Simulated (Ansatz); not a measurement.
Bond-angle distributions (per cent of the angles at each element, bins of 10°) of a relaxed model of amorphous Al$_{28}$O$_{43}$Ba at 3.26 g/cm³. These are PBE, scalar-relativistic without spin-orbit coupling (plane waves to 420 eV, PAW; Ansatz, a first-principles code) values and carry that method's errors.

The cell was made by melting and quenching with the CHGNet potential and then relaxed with DFT. O atoms were pushed apart under 1.9 Å during the dynamics, to hinder bonds among them. The hot cell started wider than the set density and was brought back towards it in steps. It is the lowest in DFT energy of 2 quenches. It is a model cell: composition and starting density were chosen by hand, and all elements were melted together. No dispersion term was used. Its density started from a set value of 3.26 and ended at 3.26 g/cm³. The quench (nominally 340 K/ps over its main leg) was far faster than any real one, so the model tends to hold more defects than a real film. One small periodic cell is one sample of the glass; other quenches scatter about these values. The volume was held where the preparation left it and the shape relaxed, at a PBE pressure of 3.8 GPa. Stress components on the final sampling reach 3.9 GPa.

Neighbours within Al-Al 2.66 Å, Al-O 2.30 Å, Al-Ba 3.70 Å, O-O 1.58 Å, O-Ba 3.37 Å, Ba-Ba 4.73 Å count as bonded. Two cations that share two anions don't count as bonded, nor two that share one unless they lie closer than Al-Al 2.59 Å, Al-Ba 3.60 Å, Ba-Ba 4.60 Å.

| angle (°) | at Al | at O |
|---|---|---|
| 50-60 | 0 | 0 |
| 60-70 | 0 | 0 |
| 70-80 | 8 | 1 |
| 80-90 | 15 | 6 |
| 90-100 | 24 | 19 |
| 100-110 | 19 | 10 |
| 110-120 | 12 | 23 |
| 120-130 | 7 | 21 |
| 130-140 | 5 | 15 |
| 140-150 | 3 | 4 |
| 150-160 | 2 | 0 |
| 160-170 | 3 | 1 |
| 170-180 | 3 | 0 |

They go with these counts of neighbours within the cut-offs, cation contacts included: Al mean 4.6, most often 5; O mean 3.1, most often 3.
